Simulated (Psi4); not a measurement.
Psi4 1.11, PBE0/def2-svp: [CH2]C(=C)C, charge +1, multiplicity 1, 11 atoms. The geometry is a generated start, not checked to be a minimum at this level.

task: energy
method: pbe0
basis: def2-svp
memory: 3 GB
maxiter: 100
keys of the molecule block: symmetry c1
scf_type: df (default)
e_convergence: 1e-06 (default)
d_convergence: 1e-06 (default)
dft_radial_points: 75 (default)
dft_spherical_points: 302 (default)
basis functions: 91
grid points: 235386

```xyz
11

C     -0.3032     1.3458    -0.5024
C      0.0915     0.1134    -0.0010
C      1.4567    -0.1336     0.0220
C     -0.8938    -0.9227     0.3994
H     -1.3470     1.5669    -0.6904
H      0.4162     2.1185    -0.7466
H      1.8402    -1.1166     0.2651
H      2.1828     0.6301    -0.2247
H     -1.8503    -0.4793     0.6639
H     -1.0650    -1.6155    -0.4258
H     -0.5281    -1.5069     1.2406
```

Charge 1 and multiplicity 1 are set for this test and not shown to be the ground state.

With the defaults (diis = true, scf_initial_accelerator = adiis, damping_percentage = 0, guess = auto, which took SAD, diis_max_vecs = 10, soscf = false, soscf_start_convergence = 0.01) it converges in 9 SCF iterations. One run each on 2 threads, with these changes:
- soscf = true, soscf_start_convergence = 0.1
- diis_max_vecs = 6
- scf_initial_accelerator = none
- guess = huckel
- guess = sadno
- diis = false, scf_initial_accelerator = none, damping_percentage = 60
- damping_percentage = 20
- guess = modhuckel
- soscf = true

**Question.** Which of these changes keep the SCF from converging, or lead it to another solution?

**Answer.** No convergence: diis = false, scf_initial_accelerator = none, damping_percentage = 60 (the run ends without SCF convergence in 100 iterations). The rest reach the solution of the defaults.

| setting | SCF iterations | JK calls | end |
|---|---|---|---|
| soscf = true | 5 | 16 | same solution |
| soscf = true, soscf_start_convergence = 0.1 | 5 | 16 | same solution |
| the defaults | 9 | 10 | same solution |
| diis_max_vecs = 6 | 9 | 10 | same solution |
| scf_initial_accelerator = none | 9 | 10 | same solution |
| guess = modhuckel | 10 | 20 | same solution |
| guess = huckel | 10 | 20 | same solution |
| guess = sadno | 10 | 10 | same solution |
| damping_percentage = 20 | 17 | 18 | same solution |
| diis = false, scf_initial_accelerator = none, damping_percentage = 60 | 100 | 101 | no convergence |

An SOSCF iteration holds several JK calls; a Hückel guess adds calls on atoms.
